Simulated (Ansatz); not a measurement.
A 24-atom cell of (Ti,Hf)Si2 started in the ZrSi2 (C49) type structure, site fractions Ti 0.125, Hf 0.875, short-range order -0.14 among the nearest mixed sites of the first mixed sublattice (0 is random, a negative value favours unlike neighbours), space group Cm at the end. The mixed sublattice has 8 sites.

The mixing enthalpy is taken against the end members in the ZrSi2 (C49) type type (which need not be the stable form of every end member), relaxed in the same cell and mesh.

Calculation: PBE (plane waves to 420 eV, PAW; Ansatz, a first-principles code). Spin–orbit coupling is left out; the runs are not spin-polarised. Its k-point mesh 6×5×5, Fermi–Dirac width 0.05 eV.

| cell | energy at zero smearing (eV) |
|---|---|
| TiSi2 | -30183.859 |
| HfSi2 | -135957.352 |
| Hf7TiSi16 | -122735.519 |

**Question.** Work out the mixing enthalpy per mixed site and the interaction parameter Ω of a regular solution.

**Answer.** With x = 7/8 of the second end member, ΔH = [-122735.519 − 1/8 × (-30183.859) − 7/8 × (-135957.352)] / 8 = 18.3 meV against the separate end members. Ω = ΔH / x(1 − x) = 167 meV.
